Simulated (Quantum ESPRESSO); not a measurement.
# Equation of state of fcc Ir (space group 225): energy against volume (Quantum ESPRESSO, PBE)

```
Ir
1.0
    0.00000     1.88586     1.88586
    1.88586     0.00000     1.88586
    1.88586     1.88586     0.00000
Ir
1
Direct
  0.00000   0.00000   0.00000
```

Method of the run: PBE, PSlibrary PAW (PBE) pseudopotentials (plane waves; Quantum ESPRESSO 7.5). Settings: ecutwfc = 46 Ry; ecutrho = 460 Ry; occupations = smearing; smearing = fd; degauss = 0.0036749 Ry; potentials = {Ir: Ir.pbe-n-kjpaw_psl.1.0.0.UPF}; K_POINTS = automatic 26 26 26 0 0 0; conv_thr = 1e-10 Ry. The cell above is the first row's. The rows scale it uniformly. In all rows the k mesh is held. E is the free energy at the stated smearing, counted from the lowest row.

| V (Å^3/atom) | E (meV/atom) |
|---|---|
| 13.414 | ? |
| 13.706 | 53.43 |
| 13.997 | 20.27 |
| 14.289 | 3.08 |
| 14.580 | 0.00 |
| 14.872 | 9.40 |
| 15.164 | 29.81 |
| 15.455 | 59.94 |
| 15.747 | 98.62 |

### Question
Using the third-order Birch-Murnaghan form, a cubic in V^(-2/3), estimate the missing E at V = 13.414 from the other rows, showing the fit.

### Answer
With u = V^(-2/3) - 0.167, the rows have u = 0.007606, 0.005178, 0.002824, 0.000557, -0.001644, -0.003773, -0.005829, -0.007827. Least squares gives E = 1.232 - 2923.68·u + 1251939·u² + 4552491·u³. Residuals (row less fit): 0.006, -0.022, 0.018, 0.007, -0.002, -0.031, 0.030, -0.009; standard error 0.026 (degrees of freedom: 4). Its minimum lies at u = 0.001160, so V0 = (0.168160)^(-3/2) = 14.50. There d²E/du² = 2536000 and d³E/du³ = 2.731e7, so B0 = (4/9) × 14.50^(-7/3) × 2536000 × 0.160218 = 352 GPa (the last factor turns the table's units into GPa), and B0' = 4 + (2/3) × 0.168160 × (2.731e7)/2536000 = 5.2. The program's pressures in the fitted runs (not shown) pass through zero at V = 14.49, 0.11 % from this V0. At the withheld row, u = 0.010131, so E = 1.232 - 2923.68 × 0.010131 + 1251939 × 0.010131² + 4552491 × 0.010131³ = 104.841 meV/atom. The calculation gives 104.61 meV/atom, 0.231 meV/atom below the prediction (0.2 % of the range of E in the table). The row lies outside the fitted rows, so this is an extrapolation. From the scatter of the fitted rows alone, a prediction at this place has a standard error of 0.078 meV/atom, so the miss is 2.9 times that.

Carrying the step between the two nearest rows on in a straight line would have given 86.70, off by 17.91; series whose last step already gives the withheld value aren't shown. The scan was laid around a cell of about the measured size, scaled by a guess for this functional. Spin polarisation is off. Spin-orbit coupling is off. Cutoffs and mesh are single choices, not tested for convergence of this quantity. Series with a scatter that would blur these digits, or in which a gap closes, are not shown. Nor are scans whose minimum lies at an end fitted in this form.
